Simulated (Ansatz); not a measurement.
Effect of biaxial strain −1.36 %, plane normal [001], relaxed out of plane on GaP

Consider GaP in the zinc blende structure (space group F-43m, No. 216; a = 5.4390 Å). Axes: x, y, z lie along the cube axes.

Modification: biaxial strain −1.36 %, plane normal [001], relaxed out of plane (Cartesian); in-plane vectors clamped, the third vector and the atoms free.

The values are results of plane-wave PAW DFT at the PBEsol level (Ansatz, a program for electronic structure, 420 eV), no SOC, earlier PAW set, not measurements. Settings: 11×11×11 k-points, 0.05 eV Fermi–Dirac smearing.

The volume per atom falls by 0.31 Å³ (20.11 Å³ → 19.80 Å³) and the space group becomes I-4m2 (No. 119) (base: F-43m (No. 216)). The shortest interatomic distance drops by 0.012 Å (2.355 Å → 2.343 Å) and the energy grows by 3.4 meV/atom. The pressure (mean of the normal stresses, compression positive) goes from zero to 1.34 GPa and the band gap drops by 0.15 eV, from 1.45 eV to 1.30 eV. The gap character comes out as indirect, Γ → Γ–X (87 % along) and the smallest direct gap goes up by 0.07 eV (1.80 eV → 1.87 eV). The electron mass stays 1.1 mₑ along k, 0.23 mₑ across (off the special points) and the valence-band top at Γ (three highest levels, from the VBM) becomes 0.00, 0.00, -0.15 eV (base: 0.00, 0.00, 0.00 eV). The valley order (the lowest conduction-band minima on the path, energy above the VBM, named in the base's zone) becomes a point along [010], about 1.0 Å⁻¹ from Γ 1.30 eV; a point along [001], about 1.0 Å⁻¹ from Γ 1.52 eV; L along [111] 1.58 eV; Γ 1.87 eV (base: a point along ⟨100⟩, about 1.0 Å⁻¹ from Γ 1.45 eV; L along ⟨111⟩ 1.60 eV; Γ 1.80 eV) and the out-of-plane strain comes out as +1.20 %. The ratio −ε⊥/ε∥ comes out as 0.89 and the mean in-plane stress (compression positive) amounts to +2.0 GPa.

Final structure (turned so that z lies along the plane normal):

```xyz
2
Lattice="3.7936 0.0000 0.0000 0.0000 3.7936 0.0000 1.8968 -1.8968 2.7522" Properties=species:S:1:pos:R:3 pbc="T T T"
P      1.8968     0.0000     1.3761
Ga     0.0000     0.0000     0.0000
```

Masses are band curvatures over ±0.01 Å⁻¹ around the edge. Along k means along the line from Γ to the band edge. Stability against distortions was not tested. Labels are those of the standard path for the cell's own space group.
